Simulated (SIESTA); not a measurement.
Worked example: self-consistent single point of CaC2 (P1, 6 atoms in the cell) in SIESTA.

Level of theory: LDA PW92, numerical atomic orbitals TZP, PseudoDojo LDA standard norm-conserving potentials (rewritten from UPF to PSML) (SIESTA).

The change in words: atoms moved at random. Reference geometry:
```yaml
crystal:
  lattice:
    - [4.40723, 0.00000, 0.00000]
    - [0.00000, 5.90435, 0.00000]
    - [0.00000, 0.00000, 3.89734]
  atoms:
    - { symbol: Ca, position: [0.00000, 0.00000, 0.00000] }
    - { symbol: Ca, position: [0.50000, 0.50000, 0.50000] }
    - { symbol: C, position: [0.88666, 0.56447, 0.00000] }
    - { symbol: C, position: [0.11334, 0.43553, 0.00000] }
    - { symbol: C, position: [0.38666, 0.93553, 0.50000] }
    - { symbol: C, position: [0.61334, 0.06447, 0.50000] }
```

Reference input (self-consistent single point, DFT, LDA PW92, numerical atomic orbitals TZP, PseudoDojo LDA standard norm-conserving potentials (rewritten from UPF to PSML)): XC.functional = LDA; XC.authors = PW92; potentials = PseudoDojo LDA standard; PAO.BasisSize = TZP; PAO.EnergyShift = 0.01 Ry; MeshCutoff = 350 Ry; kgrid.MonkhorstPack = 4 3 5; OccupationFunction = FD; ElectronicTemperature = 10 K; MaxSCFIterations = 150; SCF.Mixer.Method = Pulay; SCF.Mixer.Weight = 0.1. This run's input differs from it in these lines:

```diff
@@ -18,8 +18,8 @@
 %block AtomicCoordinatesAndAtomicSpecies
-     0.000000000    0.000000000    0.000000000  1
-     2.203615000    2.952175000    1.948670000  1
-     3.907714552    3.332828445    0.000000000  2
-     0.499515448    2.571521555    0.000000000  2
-     1.704099552    5.523696555    1.948670000  2
-     2.703130448    0.380653444    1.948670000  2
+    -0.049713554    0.070893530   -0.013461412  1
+     2.194395075    2.947150398    1.929845848  1
+     3.891187439    3.295247257    0.004002568  2
+     0.503962343    2.514568195   -0.005998006  2
+     1.749022447    5.525733556    1.968597099  2
+     2.729225657    0.407287967    1.963023903  2
 %endblock AtomicCoordinatesAndAtomicSpecies
```

Output, abridged:

```
        iscf     Eharris(eV)        E_KS(eV)     FreeEng(eV)     dDmax    Ef(eV) dHmax(eV)
   scf:    1    -2746.217949    -2752.255463    -2752.255463  1.481391 -5.957376  6.301886
   scf:    2    -2754.658897    -2753.493809    -2753.493809  0.055712 -6.307096  4.932843
   scf:    3    -2756.614598    -2755.685074    -2755.685074  0.284233 -4.938161  0.580918
   scf:    4    -2755.698470    -2755.698896    -2755.698896  0.022494 -4.949410  0.621075
   scf:    5    -2755.687574    -2755.700462    -2755.700462  0.037982 -5.233195  0.361030
   [... 2 lines left out ...]
   scf:    8    -2755.712576    -2755.712542    -2755.712542  0.000356 -5.340607  0.045849
   scf:    9    -2755.712361    -2755.712596    -2755.712596  0.004399 -5.337106  0.039317
   scf:   10    -2755.712763    -2755.712709    -2755.712709  0.001981 -5.334977  0.001241
   scf:   11    -2755.712709    -2755.712709    -2755.712709  0.000036 -5.334934  0.000502
SCF Convergence by DM+H criterion
max |DM_out - DM_in|         :     0.0000357030
max |H_out - H_in|      (eV) :     0.0005024423
SCF cycle converged after 11 iterations

Using DM_out to compute the final energy and forces

siesta: E_KS(eV) =            -2755.7127

siesta: E_KS - E_eggbox =     -2755.7127

siesta: Atomic forces (eV/Ang):
     1    0.317164   -0.731532    0.163210
     2   -0.080368    0.103844    0.117278
     3    1.037278   -0.491324   -0.061231
     4   -0.860928    1.134025   -0.021515
     5   -1.092271   -0.673181   -0.068499
     6    0.678615    0.655940   -0.130404
   Tot   -0.000510   -0.002228   -0.001161
   Max    1.134025
   Res    0.605568    sqrt( Sum f_i^2 / 3N )
   Max    1.134025    constrained

   [... lines left out ...]
siesta: FreeEng =     -2755.712709
siesta: Cell volume =        101.415913 Ang**3
siesta:           2.44328747         -4.01671145  kBar
   [... lines left out ...]
              0.271  -0.095   0.123  -0.194   0.009   0.012   0.005   0.018

              0.024

mulliken: Qtot =       36.000

Mulliken Atomic Populations:
Atom #   charge [q] valence [e]  Species
     1     0.454722    9.545278  Ca
     2     0.436281    9.563719  Ca
     3    -0.189212    4.189212  C
     4    -0.256584    4.256584  C
     5    -0.174283    4.174283  C
     6    -0.270925    4.270925  C
 Total     0.000000
```

The run converged in 11 iterations. Against the reference run the free energy rises by 10.5 meV/atom, the pressure goes from 1.37 to 0.24 GPa, the largest force goes from 1.149 to 1.424 eV/Å and the gap on the mesh goes from 3.332 to 3.210 eV.

The starting cell comes from a database of computed structures (which also holds hypothetical and non-ambient phases and stackings), without a prior relaxation at this level. For this run, on top of that: atoms moved at random. Values carry the incompleteness of an atom-centred basis. The basis of the alkali or alkaline-earth atoms may lack their empty d shell, which can raise the gap. Forces in this geometry exceed 1 eV/Å.
